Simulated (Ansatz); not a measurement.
An Ansatz (a program for electronic structure) input (PBEsol in Ansatz (plane waves to 420 eV, PAW, without spin-orbit coupling)):

Ansatz 0.2 input:
```yaml
crystal:
  lattice:
    - [3.2033813615, 0.0323962669, 0.0142736027]
    - [-1.5736346906, 2.7424557071, -0.0054701089]
    - [0.0141185544, 0.0019036253, 3.2653519456]
  atoms:
    - { symbol: Mo, position: [0, 0, 0] }
    - { symbol: P, position: [0.6666666667, 0.3333333333, 0.5] }
basis: { ecutwfc: 420, ecutrho_ratio: 4, xc_grid: 2, fft_grid_basis: typed }
kpoints: { mp_grid: { grid: [21, 21, 18] } }
hamiltonian:
  xc: pbesol
  dispersion: none
  pseudopotentials: { kind: paw }
scf: { occupations: { method: fermi_dirac, width: 0.1 }, convergence: { dr2_threshold: 0.0000000002 } }
relax: { f_tol: 0.005, max_steps: 50 }
output: { forces: true, stress: true }
checkpoint: { write: state.ck, write_every: 1000 }
```

**Question.** Which symmetry and how many k-points will the program report, and about how many plane waves at Γ?

**Answer.** Space group P1 (ITA 1) with 1 operations, k-points 3970 of 7938, and 567 plane waves at Γ.

**Question.** And the final pressure?

**Answer.** -5.86 GPa (compression positive).

The cells carry an imposed strain or load. Stability against distortions was not tested. All final runs are without spin polarisation. The cell was made from MoP (space group P-6m2, No. 187) by this change: strain tensor (xx, yy, zz, yz, xz, xy) = (−0.13, −0.69, +2.92, +0.06, +0.45, +1.01) %.
